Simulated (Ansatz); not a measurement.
## VN, element substitutions

The parent structure is VN in the zinc blende structure (space group F-43m, No. 216; a = 4.383 Å; a model cell, its experimental status unchecked).

Each row replaces one element on all its sites; cell and atoms are relaxed.

Level of theory: PBEsol/PAW in Ansatz (a quantum-chemistry and plane-wave program), no spin-orbit coupling.

| change | lattice parameter a | band gap |
|---|---|---|
| base | 4.383 Å | zero |
| V → Ga | 4.498 Å | 1.70 eV |
| V → Ta | 4.714 Å | zero |
| V → Be | 3.929 Å | zero |

No phonon test of stability was made. As relaxed here, BeN is a hypothetical phase, not in the database extracts checked. For TaN in this form, whether it has been made was not checked. Seeded moments were not kept for the base. The final runs are not spin-polarised. An odd electron count without spin: BeN. This is not the structure that GaN has at room temperature and ambient pressure. This is not the structure that TaN has at room temperature and ambient pressure.
